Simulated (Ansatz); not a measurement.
Predicting one run from its neighbours: the energy against the cutoff, MoS₂ (R3m, 3 atoms in the cell)

```
MoS2
1.0
    1.60011     0.92382     6.51451
   -1.60011     0.92382     6.51451
    0.00000    -1.84765     6.51451
Mo S
1 2
Direct
  0.00234   0.00234   0.00234
  0.41294   0.41294   0.41294
  0.25330   0.25330   0.25330
```

Level of theory: PBE, PAW files (plane waves; Ansatz, a quantum-chemistry and plane-wave program).

Base settings: basis.ecutwfc = 420 eV; kpoints.mp_grid.grid = 9 9 9; hamiltonian.xc = pbe; hamiltonian.pseudopotentials = {kind: paw} (the program's default PAW files); scf.occupations.method = fermi_dirac; scf.occupations.width = 0.01 eV.

The last step of the ladder, which sets the zero, is basis.ecutwfc = 1010 eV.

The starting cell comes from a database of computed structures (which also holds hypothetical and non-ambient phases and stackings), without a prior relaxation at this level. Its lattice was rescaled by up to half a per cent. One atom was moved a little off its site on purpose. Forces in the cell shown exceed 1 eV/Å.

An empirical form for the window shown: the miss falls exponentially with the largest wave vector, which goes as √cutoff: ln(ΔF) = a + b·√cutoff.

| basis.ecutwfc | √cutoff (√eV) | F less the last step's (meV/atom) | ln of it |
|---|---|---|---|
| 210 eV | 14.491 | 904.14 | 6.807 |
| 230 eV | 15.166 | ? | ? |
| 250 eV | 15.811 | 213.22 | 5.362 |
| 295 eV | 17.176 | 31.77 | 3.459 |
| 335 eV | 18.303 | 5.46 | 1.697 |

Problem. Fit the line to the 4 rows given and predict the withheld one.

Solution. Means: x̄ = 16.445, ȳ = 4.3312. Σ(x − x̄)(y − ȳ) = -11.02 and Σ(x − x̄)² = 8.207, so b = -1.343 and a = ȳ − b·x̄ = 26.417; ΔF halves for each 0.52 in √cutoff. The largest residual of the fitted rows is 0.18. At x = 15.166 the line gives 6.049, that is 424 meV/atom. The run gave 446.68 meV/atom, a miss of 22.68 meV/atom (5 %). The table is a window of a longer ladder. The rows were chosen because the form fits them, the withheld one included, so this shows the method and is no test of the form.

Left out of this page: 10 runs of the series outside the window shown, repeating another row's setting, or not comparable.

Keys are those of Ansatz 0.2.
